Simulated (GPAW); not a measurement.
## GPAW run on ZnAg3 (P6_3/mmc, 8 atoms in the cell): self-consistent single point

Method of the run: LDA (Perdew-Wang 92), GPAW PAW datasets LDA (gpaw-data 1.0.1) (plane waves; GPAW 25.7.0).

Input:

```python
from ase import Atoms
from ase.units import GPa
from gpaw import GPAW

atoms = Atoms(['Zn', 'Zn', 'Ag', 'Ag', 'Ag', 'Ag', 'Ag', 'Ag'],
              cell=[[5.688680, 0.000000, 0.000000],
                    [-2.844340, 4.926541, 0.000000],
                    [0.000000, 0.000000, 4.699930]],
              positions=[[-0.000003, 3.284362, 3.524948],
                         [2.844343, 1.642179, 1.174983],
                         [0.000000, 1.659308, 1.174983],
                         [2.844340, 3.267233, 3.524948],
                         [4.251677, 0.829654, 3.524948],
                         [-1.407337, 4.096887, 1.174983],
                         [1.407337, 4.096887, 1.174983],
                         [1.437003, 0.829654, 3.524948]],
              pbc=True)

calc = GPAW(mode={'name': 'pw', 'ecut': 850},
            xc='LDA',
            kpts=(5, 5, 5),
            occupations={'name': 'fermi-dirac', 'width': 0.1},
            nbands=-16,
            convergence={'density': 1e-05, 'energy': 1e-05},
            symmetry={'symmorphic': False, 'tolerance': 0.0005},
            maxiter=100,
            txt='-')

atoms.calc = calc

energy = atoms.get_potential_energy()
print('Energy (eV):', round(energy, 6))
forces = atoms.get_forces()
print('Forces (eV/Ang):')
print(forces.round(5))
stress = atoms.get_stress()
print('Stress (GPa, Voigt):', (stress / GPa).round(4))
```

Output, abridged:

```
Input parameters:
  convergence: {density: 1e-05,
                energy: 1e-05}
  kpts: [5 5 5]
  maxiter: 100
  mode: {ecut: 850,
         name: pw}
  nbands: -16
  occupations: {name: fermi-dirac,
                width: 0.1}
  symmetry: {symmorphic: False,
             tolerance: 0.0005}

species:
  Zn:
    name: Zinc
    Z: 30.0
    valence: 12
    core: 18
    charge: 0.0
    file: Zn.LDA.gz

    # Using partial waves for Zn as LCAO basis

  Ag:
    name: Silver
    Z: 47.0
    valence: 17
    core: 30
    charge: 0.0
    file: Ag.LDA.gz

    # Using partial waves for Ag as LCAO basis

Reference energy: -964362.996929  # eV

Spin-paired calculation

Convergence criteria:
 Maximum [total energy] change in last 3 cyles: 1e-05 eV / valence electron
 Maximum integral of absolute [dens]ity change: 1e-05 electrons / valence electron
 Maximum integral of absolute [eigenst]ate change: 4e-08 eV^2 / valence electron
 Maximum number of scf [iter]ations: 100

Symmetries present (total): 24
Symmetries with fractional translations: 12
125 k-points: 5 x 5 x 5 Monkhorst-Pack grid
15 k-points in the irreducible part of the Brillouin zone
       k-points in crystal coordinates                weights
   0:     0.00000000    0.00000000    0.00000000          1/125
   1:     0.00000000    0.00000000    0.20000000          2/125
   2:     0.00000000    0.00000000    0.40000000          2/125
   [... 7 lines left out ...]
          ...
  14:     0.40000000    0.40000000    0.40000000         12/125

Wave functions: Plane wave expansion
  Cutoff energy: 850.000 eV
  Number of coefficients (min, max): 7389, 7456
  Pulay-stress correction: 0.000000 eV/Ang^3 (de/decut=0.000000)

Occupation numbers: Fermi-Dirac:
  width: 0.1000  # eV

Eigensolver

Densities:
  Coarse grid: 40*40*32 grid
  Fine grid: 80*80*64 grid
  Total Charge: 0.000000

Density mixing:
  Method: separate
  Backend: pulay
  Linear mixing parameter: 0.05
  old densities: 5
  Damping of long wavelength oscillations: 50

Hamiltonian:
  XC and Coulomb potentials evaluated on a 80*80*64 grid
  External potential:
    NoExternalPotential

Number of atoms: 8
Number of atomic orbitals: 90
Number of bands in calculation: 79
Number of valence electrons: 126
Bands to converge: occupied

Density initialized from atomic densities
  79 bands from LCAO basis set

Atomic positions and initial magnetic moments

Positions:
   0 Zn    -0.000003    3.284362    3.524948    ( 0.0000,  0.0000,  0.0000)
   1 Zn     2.844343    1.642179    1.174983    ( 0.0000,  0.0000,  0.0000)
   2 Ag     0.000000    1.659308    1.174983    ( 0.0000,  0.0000,  0.0000)
   3 Ag     2.844340    3.267233    3.524948    ( 0.0000,  0.0000,  0.0000)
   4 Ag     4.251677    0.829654    3.524948    ( 0.0000,  0.0000,  0.0000)
   5 Ag    -1.407337    4.096887    1.174983    ( 0.0000,  0.0000,  0.0000)
   6 Ag     1.407337    4.096887    1.174983    ( 0.0000,  0.0000,  0.0000)
   7 Ag     1.437003    0.829654    3.524948    ( 0.0000,  0.0000,  0.0000)

Unit cell:
           periodic     x           y           z      points  spacing
  1. axis:    yes    5.688680    0.000000    0.000000    40     0.1232
  2. axis:    yes   -2.844340    4.926541    0.000000    40     0.1232
  3. axis:    yes    0.000000    0.000000    4.699930    32     0.1469

  Lengths:   5.688680   5.688680   4.699930
  Angles:   90.000000  90.000000 120.000002

Effective grid spacing dv^(1/3) = 0.1370

     iter     time        total  log10-change:
                         energy   eigst   dens
iter:   1 --:--:--   -29.724129
iter:   2 --:--:--   -29.496808   -1.00  -1.49
iter:   3 --:--:--   -28.159301   -1.43  -1.51
iter:   4 --:--:--   -28.036538   -3.20  -2.03
iter:   5 --:--:--   -28.001398   -2.25  -2.07
iter:   6 --:--:--   -27.829210   -3.38  -2.18
iter:   7 --:--:--   -27.781923   -3.29  -2.50
iter:   8 --:--:--   -27.783746   -4.53  -3.16
iter:   9 --:--:--   -27.780563   -4.56  -3.04
iter:  10 --:--:--   -27.780587   -5.37  -3.62
iter:  11 --:--:--   -27.780563c  -7.02  -4.09
iter:  12 --:--:--   -27.780528c  -5.76  -4.13
iter:  13 --:--:--   -27.780548c  -5.97  -4.16
iter:  14 --:--:--   -27.780536c  -5.79  -4.09
iter:  15 --:--:--   -27.780528c  -7.54c -4.66
iter:  16 --:--:--   -27.780523c  -7.28  -4.82
iter:  17 --:--:--   -27.780523c  -8.14c -5.16c

Converged after 17 iterations.

Dipole moment: (0.000000, -0.000000, 0.000022) |e|*Ang

Energy contributions relative to reference atoms: (reference = -964362.996929)

Kinetic:        -31.424578
Potential:      +25.251121
External:        +0.000000
XC:             -22.362624
Entropy (-ST):   -0.046611
Local:           +0.778863
SIC:             +0.000000
--------------------------
Free energy:    -27.803828
Extrapolated:   -27.780523

Showing only first 2 kpts
 Kpt  Band  Eigenvalues  Occupancy
  0    61      7.02205    1.99605
  0    62      7.02207    1.99605
  0    63      7.51744    1.56162
  0    64      8.55806    0.00022

  1    61      6.96233    1.99782
  1    62      7.06326    1.99404
  1    63      7.57364    1.34009
  1    64      8.41800    0.00087

Fermi level: 7.64448

No gap
No difference between direct/indirect transitions
Energy (eV): -27.780523

Forces in eV/Ang:
  0 Zn    0.00000    0.00000    0.00000
  1 Zn    0.00000   -0.00000   -0.00000
  2 Ag    0.00000   -0.01843    0.00000
  3 Ag   -0.00000    0.01843   -0.00000
  4 Ag    0.01596   -0.00921    0.00000
  5 Ag   -0.01596    0.00921   -0.00000
  6 Ag    0.01596    0.00921   -0.00000
  7 Ag   -0.01596   -0.00921   -0.00000

Stress tensor:
     0.047874    -0.000000     0.000000
    -0.000000     0.047874     0.000000
     0.000000     0.000000     0.053258
Stress (GPa, Voigt): [ 7.6703  7.6703  8.5328  0.      0.     -0.    ]
```

The run converged in 17 iterations. GPAW prints stress with tension positive.

The starting cell comes from a database of computed structures (which also holds hypothetical and non-ambient phases and stackings), without a prior relaxation at this level. With a pressure of about -8 GPa the cell is away from its equilibrium volume at this level.

Cost on one core of a shared machine: roughly 4 min.
